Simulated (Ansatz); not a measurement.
Consider HfSi2 (space group Cmcm, No. 63).

```xyz
6
Lattice="1.8414 -7.2990 0.0000 1.8414 7.2990 0.0000 0.0000 0.0000 3.6582" Properties=species:S:1:pos:R:3 pbc="T T T"
Si     1.8414    -6.5060     2.7437
Si     1.8414     6.5060     0.9146
Si     1.8414     3.6531     2.7437
Si     1.8414    -3.6531     0.9146
Hf     1.8414    -1.5403     2.7437
Hf     1.8414     1.5403     0.9146
```

Cartesian axes are those of the cell as printed.

Level of theory: PBE (Ansatz, an electronic-structure program; PAW; 420 eV plane waves; no spin-orbit coupling).

Base values:

| Quantity | Value |
|---|---|
| Volume per atom | 16.39 Å³ |
| Pressure | 0.0 GPa |
| Band gap | zero |

Perturbation: tensile biaxial strain of 2.12 % in the plane normal to [001], as in epitaxy on a mismatched substrate; the out-of-plane cell vector and the atoms relax.

**Question.** Estimate the effect on the energy relative to the base.

**Answer.** The energy grows by 10 meV/atom.

**Question.** Predict the new volume per atom.

**Answer.** The volume per atom grows by 0.48 Å³ to 16.87 Å³.

**Question.** What does the calculation give for the pressure after the change?

**Answer.** The pressure (mean of the normal stresses, compression positive) goes from zero to -3.1 GPa.

**Question.** What does the calculation give for the band gap after the change?

**Answer.** The band gap remains zero.

Without a gap, meshes like the base's 13×13×13 leave anisotropic stresses uncertain by several tenths of a GPa, and small strain energies with them. Stability against distortions was not tested. The final runs are not spin-polarised.
